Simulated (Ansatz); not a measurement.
Consider Cu₃N (space group Pm-3m, No. 221; a = 3.7649 Å).

The other end (x = 1) is Cu₃P in the anti-ReO3 type structure (space group Pm-3m, No. 221; a hypothetical phase, not in the database extracts checked): 20.12 Å³/atom, gap 0.39 eV; this end may not be an ambient phase.

Method: PBEsol (Ansatz, a program for electronic structure, PAW, spin-orbit coupling left out).

P replaces a fraction x of N; each row is one arrangement (x, atoms in the cell, starting space group or random), fully relaxed.

One change was made to it. Results:

```
quantity                           base     after
-----------------------------  --------  --------
shortest interatomic distance  188.2 pm  189.2 pm
band gap                           zero   0.41 eV
```

Task: What was done to the base?
(A) x(P) = 0.667, 12 atoms, Cmmm
(B) x(P) = 0.333, 12 atoms, P-3m1
(C) x(P) = 0.5, 8 atoms, Fm-3m

Result: C, x(P) = 0.5, 8 atoms, Fm-3m. For comparison, the band gap in the other runs: x(P) = 0.333, 12 atoms, P-3m1 gives zero; x(P) = 0.667, 12 atoms, Cmmm gives zero.

Each cell is one ordered arrangement of few atoms, which overstates ordering effects compared with a random alloy. Whether these cells are dynamically stable was not tested. All final runs are without spin polarisation. Cu9P2N has a high density of states at the Fermi level and may be magnetic at this level. Under x(P) = 0.667, 12 atoms, Cmmm the cell changed shape so far that it is another structure. Gaps under 0.05 eV, about the width of the smearing, are given as zero. A zero or small gap of Cu3N and Cu9PN2 can be the functional's error rather than a property of the material.
